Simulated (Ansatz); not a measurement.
Seebeck coefficient (μV/K, mean over directions) of n-type AlAs (F-43m) against carrier density, PBEsol with spin-orbit coupling, rigid bands (Ansatz, a first-principles code). Computed gap 1.25 eV; densities at which minority carriers matter at this gap, or further valleys turn the trend, are left out. Conductivity mass 0.33 mₑ (harmonic mean over directions), N_c = 1.7e19 cm⁻³ at 300 K.

```json
[
 {"electron density": "1e16 cm⁻³", "300 K": "-853", "500 K": "-921"},
 {"electron density": "1e17 cm⁻³", "300 K": "-655", "500 K": "-723"},
 {"electron density": "1e18 cm⁻³", "300 K": "-457", "500 K": "-524"},
 {"electron density": "3e18 cm⁻³", "300 K": "?", "500 K": "-430"},
 {"electron density": "1e19 cm⁻³", "300 K": "-263", "500 K": "-328"},
 {"electron density": "3e19 cm⁻³", "300 K": "-177", "500 K": "-238"},
 {"electron density": "1e20 cm⁻³", "300 K": "-99", "500 K": "?"},
 {"electron density": "3e20 cm⁻³", "300 K": "?", "500 K": "-86"},
 {"electron density": "1e21 cm⁻³", "300 K": "-29", "500 K": "-48"}
]
```

### Question
What belongs in the gaps?

### Answer

- 3e18 cm⁻³, 300 K: -363
- 1e20 cm⁻³, 500 K: -149
- 3e20 cm⁻³, 300 K: -53

Rigid bands with a gap fixed in temperature, one relaxation time for all states, no polarons or phonon drag, and whether or not such doping can be reached.
